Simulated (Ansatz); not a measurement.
Consider this model of amorphous Si15B15N35.

```xyz
65
Lattice="9.5006 0.3732 0.3099 0.3732 8.9340 0.0148 0.3099 0.0148 9.5735" Properties=species:S:1:pos:R:3 pbc="T T T"
Si     9.6953     3.5110     4.1976
Si     0.5840     0.2841     4.3377
Si     7.2231     1.2054     1.2807
Si     1.8991     1.2671     2.4803
Si     7.7360     5.4992     3.3193
Si     6.6956     3.7719     1.2228
Si     9.1138     3.1219     6.5877
Si     4.9146     1.4230     2.3547
Si     6.6120     3.3668     4.0996
Si     2.4515     3.4428     1.3843
Si     4.1070     8.6446     4.6365
Si     7.6027     7.5843     7.8676
Si     9.5670     6.6660     5.2363
Si     4.2577     3.5445     9.0135
Si     5.4657     8.2896     9.5918
B      4.8967     9.0082     7.4945
B      8.4252     2.8570     8.6340
B      5.2089     1.2621     5.1977
B      3.1729     6.0026     5.1967
B      1.7225     3.0075     7.9790
B      3.7864     3.9451     6.5708
B      5.0409     5.6687     4.7912
B      0.2205     0.1983     1.3829
B      8.8432     8.2789     9.4902
B      2.7139     1.0182     9.3917
B      1.4927     4.5311     5.9273
B      4.4931     5.3482     0.6564
B      6.1952     2.9713     6.8548
B      9.3018     8.1763     6.8715
B      6.6997     6.3881     0.8106
N      6.0296     8.1976     7.9278
N      8.5212     6.8845     6.6687
N      5.2075     6.6227     0.6979
N      4.0865     4.9130     5.5956
N      7.5543     3.0265     7.4165
N      7.8783     7.1788     9.5397
N      2.6568     2.5708     9.1271
N      6.0654     2.4253     5.4466
N      2.3420     3.7797     6.8937
N      7.6507     2.6202     0.3992
N      2.2937     0.3159     3.9204
N      4.1913     6.9236     4.6601
N      9.8155     3.0590     8.1779
N      4.8677     3.3509     7.4182
N      3.0945     4.8179     0.5116
N      0.5206     8.0000     5.3728
N      4.3239     0.5206     6.1151
N      1.5447     0.5347     0.8683
N      5.2885     4.1257     0.3579
N      9.6816     4.5366     5.7187
N      8.1668     3.8174     3.6176
N      1.3673     3.1032     2.6373
N      7.2465     5.3328     1.6377
N      9.6432     2.1580     5.3202
N      3.7401     0.2181     8.7579
N      5.6301     0.4765     1.0648
N      8.8651     6.6029     3.7311
N      3.4552     2.1075     1.9207
N      0.1396     0.6467     2.7331
N      6.1649     5.0866     4.1599
N      1.7883     5.7754     5.3063
N      8.8630     9.0071     1.1198
N      6.2791     2.5286     2.5057
N      4.9921     0.6492     3.8732
N      8.9643     8.8144     8.1325
```

Computed with PBE, scalar-relativistic without spin-orbit coupling (plane waves to 420 eV, PAW; Ansatz, a program for electronic structure).

It comes from a melt-quench run on a machine-learned potential (CHGNet), relaxed afterwards by DFT. N atoms were pushed apart under 1.9 Å during the dynamics, to hinder bonds among them. The hot cell started wider than the set density and was brought back towards it in steps. It is the lowest in DFT energy of 2 quenches. It is a model cell: composition and starting density were chosen by hand, and all elements were melted together. No dispersion term was used. Its density started from a set value of 2.20 and ended at 2.20 g/cm³. The simulated quench (nominally 630 K/ps over its main leg) is rapid and tends to freeze in more defects than a deposited or slowly cooled glass has. Values belong to this one cell and scatter from quench to quench. The volume was held where the preparation left it and the shape relaxed, at a PBE pressure of 0.8 GPa. Stress components on the final sampling reach 0.8 GPa. On a 2×2×2 Γ-centred mesh force components of up to 0.12 eV/Å stay, since the relaxation ran on the zone centre alone.

Neighbours within Si-Si 2.60 Å, Si-B 2.28 Å, Si-N 2.32 Å, B-B 1.97 Å, B-N 1.76 Å, N-N 1.70 Å count as bonded. Two cations that share two anions don't count as bonded, nor two that share one unless they lie closer than Si-Si 2.38 Å, Si-B 2.09 Å, B-B 1.80 Å.

**Question.** Give the coordination numbers, mean bond lengths and angles.

**Answer.** 
```yaml
Mean coordination of Si by anions: 4.13 (13 with 4, 2 with 5)
Mean coordination of B by anions: 3.00 (15 with 3)
Mean coordination of N: 3.06 (1 with 2, 31 with 3, 3 with 4)
Mean Si-N bond: 1.771 Å (spread 0.096 Å, 62 counted)
Mean B-N bond: 1.469 Å (spread 0.036 Å, 45 counted)
Bond angle at Si: mean 108.2°, spread 18.2°
Bond angle at B: mean 119.7°, spread 11.4°
Bond angle at N: mean 115.4°, spread 23.2°
```

**Question.** Which atoms depart from the most common coordination of their element?

**Answer.** Si4 has 5 (N41 1.77 Å, N48 1.81 Å, N58 1.86 Å, N59 1.88 Å, N52 1.92 Å); Si13 has 5 (N57 1.66 Å, N32 1.79 Å, N46 1.82 Å, N61 1.84 Å, N50 2.19 Å); N37 has 4 (B20 1.54 Å, B25 1.58 Å, Si14 1.88 Å, Si10 2.04 Å); N50 has 4 (B26 1.46 Å, Si7 1.75 Å, Si1 1.83 Å, Si13 2.19 Å); N57 has 2 (Si5 1.63 Å, Si13 1.66 Å); N63 has 4 (Si8 1.76 Å, Si9 1.83 Å, Si6 1.83 Å, Si3 2.04 Å).

**Question.** List the pairs of like atoms that count as bonded by the rules above.

**Answer.** There are none by these rules.
